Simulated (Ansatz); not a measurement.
Data:

```
ZnSe
1.0
    0.00000     2.81662     2.81662
    2.81662     0.00000     2.81662
    2.81662     2.81662     0.00000
Zn Se
1 1
Cartesian
  0.00000   0.00000   0.00000
  4.22494   4.22494   4.22494
```

Method: HSE06, rigid bands (plane waves, PAW, scalar-relativistic; Ansatz, a program for electronic structure). Geometry: cell and atoms relaxed with PBEsol.

### Question
Predict the electron conductivity mass (n e² τ/σ) at 300 K, by direction if it differs.

### Answer
0.143 mₑ.

### Question
And the band gap?

### Answer
2.50 eV at this level.

Rigid bands, one relaxation time for all states, no polarons. Spin-orbit coupling is left out; where it splits the top of the valence band it changes the hole mass and lowers the gap by about a third of the splitting. Geometry: cell and atoms relaxed with PBEsol.
